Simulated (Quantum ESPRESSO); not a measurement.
Quantum ESPRESSO run on NiSb (P6_3/mmc, 4 atoms in the cell): self-consistent single point.

Level of theory: PBE, PSlibrary PAW (PBE) pseudopotentials (plane waves; Quantum ESPRESSO).

The change in words: lattice scaled by 0.98. Reference geometry:
```
CELL_PARAMETERS angstrom
      1.97836    -3.42662     0.00000
      1.97836     3.42662     0.00000
      0.00000     0.00000     5.16488
ATOMIC_POSITIONS crystal
  Ni 0.00000 0.00000 0.50000
  Ni 0.00000 0.00000 0.00000
  Sb 0.33333 0.66667 0.25000
  Sb 0.66667 0.33333 0.75000
```

Reference input (self-consistent single point, DFT, PBE, plane waves, PSlibrary PAW (PBE) pseudopotentials): ecutwfc = 50 Ry; ecutrho = 300 Ry; occupations = smearing; smearing = gauss; degauss = 0.0147 Ry; potentials = {Ni: Ni.pbe-n-kjpaw_psl.1.0.0.UPF, Sb: Sb.pbe-n-kjpaw_psl.1.0.0.UPF}; K_POINTS = automatic 8 8 5 0 0 0; conv_thr = 1e-10 Ry; mixing_beta = 0.7. This run's input differs from it in these lines:

```diff
@@ -33,5 +33,5 @@
 CELL_PARAMETERS angstrom
-   1.978362144    -3.426623750     0.000000000
-   1.978362144     3.426623750     0.000000000
-   0.000000000     0.000000000     5.164884000
+   1.938795160    -3.358091723     0.000000000
+   1.938795160     3.358091723     0.000000000
+   0.000000000     0.000000000     5.061586000
```

The program printed (abridged):

```
     Self-consistent Calculation

     iteration #  1     ecut=    50.00 Ry     beta= 0.70

     total energy              =   -1065.74917403 Ry
     estimated scf accuracy    <       1.44736211 Ry

     iteration #  2     ecut=    50.00 Ry     beta= 0.70

     total energy              =   -1063.32565038 Ry
     estimated scf accuracy    <      33.34798169 Ry

     iteration #  3     ecut=    50.00 Ry     beta= 0.70

     total energy              =   -1066.75663699 Ry
     estimated scf accuracy    <       0.00524588 Ry

   [... 8 blocks of this kind left out ...]

     iteration # 12     ecut=    50.00 Ry     beta= 0.70

     total energy              =   -1066.80670492 Ry
     estimated scf accuracy    <          1.7E-09 Ry

     iteration # 13     ecut=    50.00 Ry     beta= 0.70
     End of self-consistent calculation

     the Fermi energy is    11.5969 ev

!    total energy              =   -1066.80670492 Ry
     estimated scf accuracy    <          8.3E-11 Ry
     smearing contrib. (-TS)   =      -0.00299353 Ry
     internal energy E=F+TS    =   -1066.80371138 Ry

     convergence has been achieved in  13 iterations

     Forces acting on atoms (cartesian axes, Ry/au):

     atom    1 type  1   force =    -0.00000000    0.00000000    0.00000000
   [... zero for the other atoms too ...]

     Total force =     0.000000     Total SCF correction =     0.000000

          total   stress  (Ry/bohr**3)                   (kbar)     P=       88.80
   0.00063578   0.00000000   0.00000000           93.53        0.00        0.00
  -0.00000000   0.00063578   0.00000000           -0.00       93.53        0.00
   0.00000000   0.00000000   0.00053937            0.00        0.00       79.34

   JOB DONE.
```

The run converged in 13 iterations. Against the reference run the free energy goes up by 31.7 meV/atom and the pressure goes from 0.62 to 8.88 GPa.

The starting cell has typed, rounded lattice constants, without a prior relaxation at this level. Its lattice was rescaled by a random factor within 2.5 % of one. For this run, on top of that: lattice scaled by 0.98. Spin polarisation is off. With a pressure of about 9 GPa the cell is away from its equilibrium volume at this level.

Cost on one core of a shared machine: roughly 70 s.
